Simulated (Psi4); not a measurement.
Psi4 1.11, PBE0/def2-svp: Zr(Cl)(OH)(OMe)2 (C[O][Zr]([OH])([Cl])[O]C), 14 atoms. The geometry is a generated start, not checked to be a minimum at this level.

```yaml
task: energy
method: pbe0
basis: def2-svp
memory: 3 GB
maxiter: 100
keys_of_the_molecule_block: symmetry c1
scf_type: df (default)
diis_max_vecs: 10 (default)
e_convergence: 1e-06 (default)
d_convergence: 1e-06 (default)
dft_radial_points: 75 (default)
dft_spherical_points: 302 (default)
effective_core_potentials: those of the basis set, past Kr
basis_functions: 154
grid_points: 299635
```

```xyz
14

Zr    -0.4465     0.8211    -0.0667
Cl    -0.2606     3.0579    -0.5220
O     -0.8549     0.3873     1.7133
H     -0.9800    -0.4832     2.1106
O      1.2595     0.0964    -0.3701
C      2.2537     0.6347     0.4705
H      2.2605     0.1009     1.4402
H      3.2345     0.5037    -0.0090
H      2.0860     1.7219     0.6457
O     -1.6328    -0.0275    -1.2391
C     -1.7106    -1.4213    -1.0720
H     -2.3585    -1.6687    -0.2088
H     -2.1525    -1.8701    -1.9728
H     -0.6978    -1.8530    -0.9198
```

Charge 0 and multiplicity 1 are set for this test and not shown to be the ground state.

With the defaults (diis = true, scf_initial_accelerator = adiis, damping_percentage = 0, guess = auto, which took SAD, diis_start = 1, level_shift = 0, level_shift_cutoff = 0.01) it converges in 10 SCF iterations. One run each on 2 threads, with these changes:…
- diis_start = 4
- guess = sap
- scf_initial_accelerator = ediis
- guess = modhuckel
- guess = core
- damping_percentage = 20
- diis = false, scf_initial_accelerator = none, damping_percentage = 60
- level_shift = 0.1, level_shift_cutoff = 0.001
- damping_percentage = 60

### Question
Which of these changes keep the SCF from converging, or lead it to another solution?

### Answer
No convergence: diis = false, scf_initial_accelerator = none, damping_percentage = 60 (the run ends without SCF convergence in 100 iterations). The rest reach the solution of the defaults.

```json
[
 {"setting": "the defaults", "SCF iterations": "10", "end": "same solution"},
 {"setting": "level_shift = 0.1, level_shift_cutoff = 0.001", "SCF iterations": "10", "end": "same solution"},
 {"setting": "scf_initial_accelerator = ediis", "SCF iterations": "10", "end": "same solution"},
 {"setting": "guess = modhuckel", "SCF iterations": "11", "end": "same solution"},
 {"setting": "guess = core", "SCF iterations": "15", "end": "same solution"},
 {"setting": "guess = sap", "SCF iterations": "16", "end": "same solution"},
 {"setting": "diis_start = 4", "SCF iterations": "17", "end": "same solution"},
 {"setting": "damping_percentage = 20", "SCF iterations": "19", "end": "same solution"},
 {"setting": "damping_percentage = 60", "SCF iterations": "80", "end": "same solution"},
 {"setting": "diis = false, scf_initial_accelerator = none, damping_percentage = 60", "SCF iterations": "100", "end": "no convergence"}
]
```
